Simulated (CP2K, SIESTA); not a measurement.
A SIESTA input for a self-consistent single point of CaF2 (Fm-3m, 3 atoms in the cell) (DFT, GGA PBEsol, numerical atomic orbitals DZP, PseudoDojo PBEsol standard norm-conserving potentials (rewritten from UPF to PSML)):

```
# files in the folder: Ca.psml F.psml (PseudoDojo PBEsol standard)
SystemName  CaF2
SystemLabel caf2

NumberOfAtoms                3
NumberOfSpecies              2
%block ChemicalSpeciesLabel
  1 20 Ca
  2 9 F
%endblock ChemicalSpeciesLabel
LatticeConstant              1.0 Ang
%block LatticeVectors
     0.000000000    2.690453000    2.690453000
     2.690453000    0.000000000    2.690453000
     2.690453000    2.690453000    0.000000000
%endblock LatticeVectors
AtomicCoordinatesFormat      Ang
%block AtomicCoordinatesAndAtomicSpecies
     0.000000000    0.000000000    0.000000000  1
     4.035679500    4.035679500    4.035679500  2
     1.345226500    1.345226500    1.345226500  2
%endblock AtomicCoordinatesAndAtomicSpecies

XC.functional                GGA
XC.authors                   PBEsol
PAO.BasisSize                DZP
PAO.EnergyShift              0.005 Ry
MeshCutoff                   300 Ry
%block kgrid.MonkhorstPack
   11   0   0  0.0
    0  11   0  0.0
    0   0  11  0.0
%endblock kgrid.MonkhorstPack
OccupationFunction           FD
ElectronicTemperature        10 K

MaxSCFIterations             150
SCF.Mixer.Method             Pulay
SCF.Mixer.Weight             0.1
SCF.Mixer.History            6
SCF.DM.Tolerance             1.0E-04
Diag.ParallelOverK           true
WriteForces                  true
```

**Question.** Translate this input to CP2K.

**Answer.** One input that does it (others would too):

```
&GLOBAL
  PROJECT calc
  RUN_TYPE ENERGY_FORCE
  PRINT_LEVEL LOW
&END GLOBAL
&FORCE_EVAL
  METHOD Quickstep
  STRESS_TENSOR ANALYTICAL
  &DFT
    BASIS_SET_FILE_NAME BASIS_MOLOPT
    POTENTIAL_FILE_NAME GTH_POTENTIALS
    &QS
      METHOD GPW
      EPS_DEFAULT 1E-10
    &END QS
    &MGRID
      CUTOFF 550
      REL_CUTOFF 50
      NGRIDS 5
    &END MGRID
    &SCF
      SCF_GUESS ATOMIC
      EPS_SCF 1E-6
      MAX_SCF 100
      ADDED_MOS 5
      &DIAGONALIZATION
        ALGORITHM STANDARD
      &END DIAGONALIZATION
      &MIXING
        METHOD BROYDEN_MIXING
        ALPHA 0.2
        NBUFFER 10
      &END MIXING
    &END SCF
    &KPOINTS
      SCHEME MONKHORST-PACK 11 11 11
    &END KPOINTS
    &XC
      &XC_FUNCTIONAL
        &PBE
          PARAMETRIZATION PBESOL
        &END PBE
      &END XC_FUNCTIONAL
    &END XC
    &PRINT
      &MO
        EIGENVALUES T
        OCCUPATION_NUMBERS T
        NDIGITS 8
        FILENAME mo
        &EACH
          QS_SCF 0
        &END EACH
        ADD_LAST NUMERIC
      &END MO
      &MULLIKEN OFF
      &END MULLIKEN
    &END PRINT
  &END DFT
  &SUBSYS
    &CELL
      ABC 3.80487500 3.80487576 3.80487577
      ALPHA_BETA_GAMMA 59.99999872 59.99999803 59.99999794
      PERIODIC XYZ
    &END CELL
    &COORD
      Ca       0.00000000     0.00000000     0.00000000
      F        5.70731325     3.29511900     2.33000100
      F        1.90243775     1.09837300     0.77666700
    &END COORD
    &KIND Ca
      BASIS_SET DZVP-MOLOPT-SR-GTH-q10
      POTENTIAL GTH-PBE-q10
    &END KIND
    &KIND F
      BASIS_SET DZVP-MOLOPT-SR-GTH-q7
      POTENTIAL GTH-PBE-q7
    &END KIND
  &END SUBSYS
  &PRINT
    &FORCES ON
    &END FORCES
    &STRESS_TENSOR ON
    &END STRESS_TENSOR
  &END PRINT
&END FORCE_EVAL
```

Basis, cutoffs, solver keys and any potentials are the target program's own. This input uses DFT PBEsol, GPW, DZVP-MOLOPT-SR-GTH basis, GTH-PBE potentials (GTH_POTENTIALS). Both were run: pressure 7.12 GPa in SIESTA and 4.46 in CP2K; gap on the mesh 6.965 eV in SIESTA and 7.385 in CP2K.

On SIESTA: the starting cell comes from a database of computed structures (which also holds hypothetical and non-ambient phases and stackings), without a prior relaxation at this level. Its lattice was rescaled by a random factor within 2.5 % of one. Values carry the incompleteness of an atom-centred basis. The basis of the alkali or alkaline-earth atoms may lack their empty d shell, which can raise the gap. With a pressure of about 7 GPa the cell is away from its equilibrium volume at this level.

On CP2K: the starting cell comes from a database of computed structures (which also holds hypothetical and non-ambient phases and stackings), without a prior relaxation at this level. Its lattice was rescaled by a random factor within 2.5 % of one. Values carry the incompleteness of an atom-centred basis. The potentials were made for another functional than the one used. With a pressure of about 4 GPa the cell is away from its equilibrium volume at this level.
